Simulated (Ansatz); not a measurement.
A15 Mo3Si, relaxed in Ansatz (plane waves) with several semilocal functionals. Each gives its own volume and its own bulk modulus:

```
level   V0 (Å³/atom)  bulk modulus B0 (GPa)   ln V0   ln B0
------  ------------  ---------------------  ------  ------
LDA           14.116                  278.7  2.6473  5.6301
r²SCAN        14.565                  264.4  2.6786  5.5775
PBE           14.758                  248.6  2.6918  5.5158
```

### Question
Fit a straight line to ln B0 against ln V0. What does it predict for PBEsol, whose volume is 14.357 Å³/atom?

### Answer
With x = ln V0 and y = ln B0: means 2.67257 and 5.57447; Σ(Δx Δy) = -0.002516, Σ(Δx²) = 0.001045, so the slope is -2.41. At x = 2.6642 the line gives y = 5.57447 + (-2.41) × (2.6642 − 2.67257) = 5.5946, or 269.0 GPa. The run with PBEsol gives 267.7 GPa, -0.5 % from the line. The rows used scatter about it by up to 1.8 %, while the largest value lies 12 % above the smallest. For comparison, PBE's own equation of state has B′ = 4.3, the slope −d ln B/d ln V at a fixed functional; the two needn't agree, since functionals also differ at one volume.

Ansatz's density-functional and Hartree–Fock values are scalar-relativistic unless marked +SOC, with PAW data made under PBE.

Ansatz is a first-principles code.
